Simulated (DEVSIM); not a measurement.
Device: CdS/CdTe n-p heterojunction, at 300 K.

Layer 1 from the left is CdS, thickness (μm) 0.220, Nd (cm⁻³) 9.5e16, τn (s) 7.4e-10, τp (s) 7.4e-10. Layer 2 from the left is CdTe, thickness (μm) 0.270, Na (cm⁻³) 3.6e16, τn (s) 7.4e-10, τp (s) 7.4e-10.

Left contact: ohmic. Right contact: ohmic. Voltage is applied to the left contact. Recombination: SRH at mid-gap, radiative. Mobility is constant in doping.

The device is made up for the run: typed textbook-type constants, with dimensions and the other settings drawn at random. Values at 300 K.

CdS: gap (eV) 2.4, affinity (eV) 4.3, permittivity 9, Nc (cm⁻³) 2.2e18, Nv (cm⁻³) 1.8e19, μn (cm²/Vs) 300, μp (cm²/Vs) 25, B (cm³/s) 1e-10. CdTe: gap (eV) 1.5, affinity (eV) 4.28, permittivity 10.2, Nc (cm⁻³) 8e17, Nv (cm⁻³) 1.8e19, μn (cm²/Vs) 1000, μp (cm²/Vs) 80, B (cm³/s) 1e-10.

Model (solved in DEVSIM): 1D drift-diffusion, Boltzmann statistics, complete ionisation; no tunnelling, impact ionisation, image-force lowering or self-heating. Band offsets follow the typed affinities; no thermionic-emission limit at abrupt steps, no polarisation charge.

Problem. What does the simulation give for the potential step across the device at zero bias, the largest field in the device at zero bias, the dark forward voltage at 100 A/cm², the dark forward voltage at 1 A/cm²?

Solution. potential step across the device at zero bias 1.238 V; largest field in the device at zero bias 120000 V/cm; dark forward voltage at 100 A/cm² 1.153 V; dark forward voltage at 1 A/cm² 1.027 V.
